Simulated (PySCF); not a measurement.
PySCF 2.14.0, unrestricted R2SCAN/def2-svp, df: CN1[CH]CCC1=O, charge 0, multiplicity 2, 15 atoms. The geometry is a generated start, not checked to be a minimum at this level.

```
Quantity                      Result
-------------------  ---------------
task                          energy
method                        r2scan
basis                       def2-svp
two-electron scheme  density fitting
mol.max_memory               3000 MB
mf.max_cycle                     100
mf.init_guess        minao (default)
mf.DIIS              CDIIS (default)
mf.conv_tol          1e-09 (default)
mf.grids.level           3 (default)
basis functions                  138
grid points                   177040
```

```xyz
15

C      2.1348     0.0464    -0.0295
N      0.6981    -0.0084    -0.0148
C     -0.0541    -0.9574    -0.6320
C     -1.5009    -0.7147    -0.3892
C     -1.5131     0.6060     0.3930
C     -0.0494     0.9415     0.6314
O      0.4198     1.8740     1.2589
H      2.5284    -0.7712    -0.6288
H      2.4595     1.0018    -0.4465
H      2.5194    -0.0223     0.9893
H      0.3848    -1.7808    -1.1556
H     -1.9548    -1.5319     0.1838
H     -2.0631    -0.6430    -1.3272
H     -1.9680     1.4196    -0.1776
H     -2.0414     0.5404     1.3450
```

Charge 0 and multiplicity 2 are set for this test and not shown to be the ground state.

One run each on 2 threads, 1 BLAS thread. Values of diis_space tried: 3, 5, 8 (default), 12, 20.

Task: Predict the course of the Fock builds along this series.

Result: Fewest Fock builds, within one of each other: 8 (default) with 17, 12 with 16, 20 with 16. The count rises to 35 at 3. All converge to one solution.

```tsv
diis_space	Fock builds	end
3	35	same solution
5	21	same solution
8 (default)	17	same solution
12	16	same solution
20	16	same solution
```
